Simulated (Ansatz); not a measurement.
Results of PBEsol (plane waves, PAW; Ansatz, a quantum-chemistry and plane-wave program) for TaN (Fm-3m, No. 225, 2 atoms in the cell; start mp-251; another space group than a measured phase of this formula).

Input:

Ansatz 0.2 input:
```yaml
crystal:
  lattice:
    - [0.0, 2.1731504449, 2.1731504449]
    - [2.1731504449, 0.0, 2.1731504449]
    - [2.1731504449, 2.1731504449, 0.0]
  atoms:
    - { symbol: Ta, position: [0.5, 0.5, 0.5] }
    - { symbol: N, position: [0.0, 0.0, 0.0] }
basis:
  ecutwfc: 520
  ecutrho_ratio: 4
  xc_grid: 2
kpoints:
  mp_grid: { grid: [22, 22, 22] }
hamiltonian:
  xc: pbesol
  dispersion: none
  pseudopotentials: { kind: paw }
scf:
  occupations: { method: fermi_dirac, width: 0.05 }
output:
  forces: true
  stress: true
  eigenvalues: true
relax:
  f_tol: 0.004
  escape_saddle: false
  max_steps: 80
```

The run printed, among other lines:

```
WARN output.stress: scf.convergence.dr2_threshold = 1e-7 eV (the SCF's general default) is looser than the 2e-10 eV advised for a printed stress (1e-10 eV for …
Relaxation: its limit of steps is 80 (relax.max_steps)
Crystal: 2 atoms, lattice volume = 20.526 Å³
Basis set: ecut = 520 eV, 537 PW (Γ), exchange–correlation on 48×48×48 points (8 copies of the dense FFT grid, shifted against one another)
Bands: 13, of which v1, the nominal top of the filled ones, is band 9 counted from 1 (8 counted from 0)
Symmetry: 48 space group operations
Space group: Fm-3m (ITA 225), of the structure as read, at distance tolerance 2.7e-5 Å
k-points: 328 of 10648
Functional: x = pbesol(κ = 0.804, μ = 0.12345679012345678), c = pbesol(β = 0.046)
SCF iter   1: F=—  HF=-10187.070014 eV  |F-HF|=—  |Δ(HF+E_count)|=         —  Δρ=1.46e-2  dr2=4.48e-2
SCF iter   2: F=—  HF=-10187.064030 eV  |F-HF|=—  |Δ(HF+E_count)|=   5.98e-3  Δρ=9.63e-3  dr2=2.12e-2
  ...
SCF iter   5: F=—  HF=-10187.058796 eV  |F-HF|=—  |Δ(HF+E_count)|=   6.81e-7  Δρ=1.49e-5  dr2=1.58e-8
SCF iter   6: F=-10187.058796 eV  HF=-10187.058796 eV  |F-HF|=2.00e-10  |Δ(HF+E_count)|=   2.36e-9  Δρ=1.86e-6  dr2=1.22e-10
SCF 1 converged in 6 iterations: F = -10187.058796 eV  dr2 = 1.22e-10
relax step   1: F+E_penalty+E_count = -10187.05879614 eV  Δ(F+E_penalty+E_count) = +0.000e0 eV  max|allowed force component| = 9.532e-30 eV/Å  Δτ_max = 0.0000 Å  (6 SCF iters, accepted)
SCF converged after 6 iterations
Free energy (F): -10187.058796 eV
Internal energy: -10187.052145 eV  (E = F + TS)
E sigma→0 (E₀):  -10187.055471 eV
Fermi energy:    22.341664 eV
--- Forces (eV/Å), atoms counted from 1 ---
  atom   1  Ta     0.00000000    -0.00000000     0.00000000
  atom   2  N     -0.00000000     0.00000000     0.00000000
--- Stress (GPa, compression-positive) ---
        7.538225      -0.000000      -0.000000
        0.000000       7.538225       0.000000
        0.000000      -0.000000       7.538225
  P = ⅓ Tr σ = 7.5382 GPa (75.382 kbar)
```

The cell is one volume of an energy–volume scan, off the minimum.

The PAW data were made under PBE.

Note: the relaxation could not lower the start's symmetry, so the cell can be a saddle point above a distorted one.

Computing time: about 6 core-seconds (a rough figure).

A start named mp-… is a Materials Project structure, which need not be a measured phase.
